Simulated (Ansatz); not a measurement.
The reference is Sn in the diamond structure (space group Fd-3m, No. 227; a = 6.6562 Å; relaxed with 0.1 eV smearing). Axes: x, y, z lie along the cube axes.

Structures relaxed with Ansatz (a first-principles code) PBE, without spin-orbit coupling.

Base:

Simulated powder pattern, Cu Kα1, λ = 1.54056 Å (kinematic, ideal powder, no thermal factors, no anomalous dispersion; the 14 strongest lines at most, above 2 %, up to 2θ = 90°):

| 2θ (°) | I/Imax (%) | hkl |
|---|---|---|
| 23.13 | 100 | (111) |
| 38.21 | 81 | (220) |
| 45.14 | 50 | (311) |
| 55.15 | 14 | (400) |
| 60.59 | 20 | (331) |
| 69.07 | 27 | (422) |
| 73.93 | 15 | (333) |
| 81.78 | 8.5 | (440) |
| 86.41 | 15 | (531) |

After one change:

Simulated powder pattern, Cu Kα1, λ = 1.54056 Å (kinematic, ideal powder, no thermal factors, no anomalous dispersion; the 14 strongest lines at most, above 2 %, up to 2θ = 90°):

```json
[
 {"2θ (°)": "23.05", "I/Imax (%)": "100"},
 {"2θ (°)": "37.82", "I/Imax (%)": "27"},
 {"2θ (°)": "38.21", "I/Imax (%)": "53"},
 {"2θ (°)": "44.75", "I/Imax (%)": "34"},
 {"2θ (°)": "45.44", "I/Imax (%)": "16"},
 {"2θ (°)": "54.56", "I/Imax (%)": "9.3"},
 {"2θ (°)": "60.00", "I/Imax (%)": "6.9"},
 {"2θ (°)": "60.55", "I/Imax (%)": "13"},
 {"2θ (°)": "68.55", "I/Imax (%)": "18"},
 {"2θ (°)": "69.33", "I/Imax (%)": "8.9"},
 {"2θ (°)": "73.14", "I/Imax (%)": "7.6"},
 {"2θ (°)": "81.78", "I/Imax (%)": "5.6"},
 {"2θ (°)": "85.41", "I/Imax (%)": "5.1"},
 {"2θ (°)": "85.90", "I/Imax (%)": "5.0"}
]
```

Problem. Which of these changes matches the shifts?
A) biaxial strain −2.00 %, plane normal [001], relaxed out of plane
B) biaxial strain +1.00 %, plane normal [001], relaxed out of plane
C) biaxial strain −1.00 %, plane normal [001], relaxed out of plane
D) biaxial strain −3.00 %, plane normal [001], relaxed out of plane

Solution. B, biaxial strain +1.00 %, plane normal [001], relaxed out of plane. Its volume per atom is 37.24 Å³ against 36.86 Å³, and its space group is I4_1/amd (No. 141).

Whether these cells are dynamically stable was not tested.
